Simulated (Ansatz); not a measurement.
## GaN (model structure, P6₂22, No. 180, 6 atoms in the cell)

Method: r²SCAN+rVV10 (Ansatz, a program for electronic structure, PAW).

Numerical settings: plane-wave cutoff 560 eV, 12×12×6 k mesh (along the axes of the cell as run), Fermi–Dirac smearing 0.01 eV, scalar-relativistic PAW data made under PBE.

Cell (relaxed at this level):

```cif
data_Ga3N3
_chemical_formula_sum 'Ga3 N3'
_space_group_name_H-M_alt 'P 1'
_space_group_IT_number 1
_cell_length_a 3.11659
_cell_length_b 3.11659
_cell_length_c 7.35970
_cell_angle_alpha 90.000
_cell_angle_beta 90.000
_cell_angle_gamma 120.000
loop_
_space_group_symop_operation_xyz
  'x, y, z'
loop_
_atom_site_label
_atom_site_type_symbol
_atom_site_fract_x
_atom_site_fract_y
_atom_site_fract_z
_atom_site_occupancy
Ga1 Ga 0.50007 0.00000 0.66667 1
Ga2 Ga 0.00000 0.50007 0.33333 1
Ga3 Ga 0.49993 0.49993 0.00000 1
N1 N 0.50003 0.00000 0.16667 1
N2 N 0.00000 0.50003 0.83333 1
N3 N 0.49997 0.49997 0.50000 1
```

```
Property                                                 Result
-------------------------------------------  ------------------
band gap                                     1.92 eV (indirect)
smallest direct gap on the k points sampled             1.98 eV
```

Note: the relaxation could raise the start's symmetry but not lower it, so the cell can be a saddle point.

Spin–orbit coupling is not included.

A model structure was made by putting elements into a prototype or built by hand; it is no filed structure, need not be a known phase, and can be a saddle point held by its symmetry.
